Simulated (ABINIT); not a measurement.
A self-consistent single point of CaC₂ (P1, 6 atoms in the cell) with ABINIT.

Method: LDA (PW92), norm-conserving pseudopotentials (PseudoDojo nc-sr-04 LDA standard) (plane waves; ABINIT 10.0.3).

The change in words: atoms moved at random. Reference geometry:
```yaml
crystal:
  lattice:
    - [4.40723, 0.00000, 0.00000]
    - [0.00000, 5.90435, 0.00000]
    - [0.00000, 0.00000, 3.89734]
  atoms:
    - { symbol: Ca, position: [0.00000, 0.00000, 0.00000] }
    - { symbol: Ca, position: [0.50000, 0.50000, 0.50000] }
    - { symbol: C, position: [0.88666, 0.56447, 0.00000] }
    - { symbol: C, position: [0.11334, 0.43553, 0.00000] }
    - { symbol: C, position: [0.38666, 0.93553, 0.50000] }
    - { symbol: C, position: [0.61334, 0.06447, 0.50000] }
```

Reference input (self-consistent single point, DFT, LDA (PW92), plane waves, norm-conserving pseudopotentials (PseudoDojo nc-sr-04 LDA standard)): pseudos = [Ca.upf, C.upf]; ecut = 82 Ry; occopt = 1; ngkpt = 4 3 5; nshiftk = 1; shiftk = 0 0 0; potentials = PseudoDojo nc-sr-04 LDA standard; nband = 20; kptopt = 1; nstep = 100; tolvrs = 1e-12. This run's input differs from it in these lines:

```diff
@@ -13,8 +13,8 @@
 xcart
-         0.0000000000    0.0000000000    0.0000000000
-         4.1642288341    5.5788022220    3.6824526073
-         7.3845102761    6.2981329805    0.0000000000
-         0.9439473921    4.8594714635    0.0000000000
-         3.2202814420   10.4382736854    3.6824526073
-         5.1081762262    0.7193307585    3.6824526073
+         8.2345126657    0.1339693566    7.3394668319
+         4.1468057007    5.5693071006    3.6468801151
+         7.3532785599    6.2271148282    0.0075637577
+         0.9523508059    4.7518452110    7.3535706254
+         3.3051734110   10.4421230590    3.7201093676
+         5.1574890241    0.7696627121    3.7095775532
 ecut 82 Ry
```

Output (repeated stretches shortened):

```
--- !BeginCycle
solver: {iscf: 7, nstep: 100, nline: 4, wfoptalg: 0, }
tolerances: {tolvrs: 1.00E-12, }
...

     iter   Etot(hartree)      deltaE(h)  residm     vres2
 ETOT  1  -101.13576081875    -1.011E+02 1.172E-01 1.702E+03
 ETOT  2  -101.38371564531    -2.480E-01 8.606E-03 3.537E+02
 ETOT  3  -101.43721471514    -5.350E-02 1.137E-02 9.648E+00
 ETOT  4  -101.43827041763    -1.056E-03 1.268E-02 1.961E+00
 ETOT  5  -101.43854694644    -2.765E-04 1.902E-03 2.297E-01
   [... 7 lines left out ...]
 ETOT 13  -101.43856814064    -1.421E-14 8.737E-05 7.015E-09
 ETOT 14  -101.43856814064    -7.958E-13 1.007E-04 3.174E-10
 ETOT 15  -101.43856814064    -6.821E-13 8.275E-05 1.309E-11
 ETOT 16  -101.43856814064     1.052E-12 9.056E-05 7.555E-13
 At SCF step   16       vres2   =  7.55E-13 < tolvrs=  1.00E-12 =>converged.

 Cartesian components of stress tensor (hartree/bohr^3)
  sigma(1 1)=  2.69738028E-04  sigma(3 2)=  5.43782193E-07
  sigma(2 2)=  2.00293870E-04  sigma(3 1)= -1.13391008E-06
  sigma(3 3)=  1.53253928E-04  sigma(2 1)= -7.26941288E-05

 ----iterations are completed or convergence reached----

 reduced coordinates (array xred) for    6 atoms
       0.988719995674      0.012006999951      0.996545995639
       0.497907997827      0.499148997820      0.495169997837
       0.882909996146      0.558104997562      0.001027000002
       0.114348999500      0.425883998138      0.998460995633
       0.396852998264      0.935874995912      0.505112997787
       0.619260997295      0.068980999694      0.503682997801
 cartesian forces (eV/Angstrom) at end:
   [... lines left out ...]
 Fermi (or HOMO) energy (hartree) =   0.07427   Average Vxc (hartree)=  -0.35379
 Fermi (or HOMO) energy (eV) =   2.02104   Average Vxc (eV)=  -9.62720
   [... lines left out ...]
total_energy        : -1.01438568140640E+02
total_energy_eV     : -2.76028381588373E+03
band_energy         : -1.42320775464370E+01
...

-Cartesian components of stress tensor (GPa)         [Pressure= -6.1126E+00 GPa]
- sigma(1 1)=  7.93596545E+00  sigma(3 2)=  1.59986218E-02
- sigma(2 2)=  5.89284810E+00  sigma(3 1)= -3.33607807E-02
- sigma(3 3)=  4.50888547E+00  sigma(2 1)= -2.13873475E+00

 Calculation completed.
```

The run converged in 16 iterations. Against the reference run the free energy goes up by 12.0 meV/atom, the pressure goes from -5.10 to -6.11 GPa, the largest force goes from 0.268 to 2.411 eV/Å and the gap on the mesh goes from 2.731 to 2.648 eV.

The starting cell comes from a database of computed structures (which also holds hypothetical and non-ambient phases and stackings), without a prior relaxation at this level. For this run, on top of that: atoms moved at random. With a pressure of about -6 GPa the cell is away from its equilibrium volume at this level. Forces in this geometry exceed 1 eV/Å.

Cost on one core of a shared machine: roughly 5 min.
